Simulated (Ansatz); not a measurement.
System: CsSnBr3 (Pm-3m, No. 221, 5 atoms in the cell; start mp-27214). Method: PBE0 (plane waves, PAW; Ansatz, a first-principles code).

Settings: plane-wave cutoff 460 eV, 4×4×4 k mesh, Fermi–Dirac smearing 0.01 eV, scalar-relativistic PAW data made under PBE.

Cell (relaxed with PBEsol):

CsSnBr3 is modelled in the cubic space group Pm-3m (No. 221), the cubic perovskite structure, Pearson symbol cP5. Cell: a = b = c = 5.7653 Å, α = β = γ = 90.00°. Cs on 1a is surrounded by 12 Br at 4.077 Å (cuboctahedral). Sn on 1b is coordinated by 6 Br at 2.883 Å (octahedral). Br on 3c sees 2 Sn at 2.883 Å and 4 Cs at 4.077 Å (octahedral). (Neighbours: up to the widest gap in distance over summed covalent radii, below 1.35, at either atom; cation-cation and far metal-metal contacts left out.)

Question: Predict the band gap and Γ–Γ gap.

Answer: 
- band gap: 1.28 eV (on the SCF k mesh)
- Γ–Γ gap: 7.04 eV

Note: cell and atoms aren't relaxed at this level (pressure 1.3 GPa).

Spin–orbit coupling is not included.

A start named mp-… is a Materials Project structure, which need not be a measured phase.
